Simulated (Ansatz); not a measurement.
NdPt (Pnma, No. 62; cell taken from a computed entry), treated with LDA (plane waves, PAW; Ansatz, an electronic-structure program).

Settings: plane-wave cutoff 500 eV, 8×12×10 k mesh (along the axes of the cell as run), Fermi–Dirac smearing 0.1 eV, spin-polarised start, scalar-relativistic PAW data made under PBE.

Computed at the level's own relaxed cell.

Question: Predict the equilibrium volume per atom.

Answer: 
- equilibrium volume per atom: 22.01 Å³/atom

The run finds no gap.

Note: the magnetic order was assumed, not searched for or taken from measurement; the relaxation could not lower the start's symmetry, so the cell can be a saddle point above a distorted one; the 4f shell is treated without U or exact exchange, so its levels and filling can be wrong.

Spin–orbit coupling is not included.

Computed values are for the static lattice.
